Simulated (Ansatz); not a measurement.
The starting structures come from a database of crystals and need not be the phases stable at ambient conditions.

 Where the default PAW files enter, the runs use the earlier of Ansatz's two default sets.

By PBEsol, the system below comes out a metal.

A figure of merit of an interconnect metal is its ballistic conductance per area.

Here is the system:

```yaml
crystal:
  lattice:
    - [2.88156, 0.00000, 0.00000]
    - [-1.44078, 2.49550, 0.00000]
    - [1.44078, 0.83183, 5.00210]
  atoms:
    - { symbol: Mo, position: [0.51422, 0.75711, 0.72867] }
    - { symbol: Mo, position: [0.48578, 0.24289, 0.27133] }
    - { symbol: N, position: [0.00000, 0.00000, 0.00000] }
```

Space group of this cell: R-3m. The cell is taken as given; by PBEsol its mean pressure is -7.0 GPa.

The current flows along the normal of the first two printed cell vectors, the (001) plane of the conventional cell. No spin-orbit coupling; the value is a mean over 0.1 eV about the Fermi level.

Q: Give the ballistic conductance per area that Ansatz (a quantum-chemistry and plane-wave program) with PBEsol yields.

A: 0.67 × 10¹⁵ S/m² for both spins.
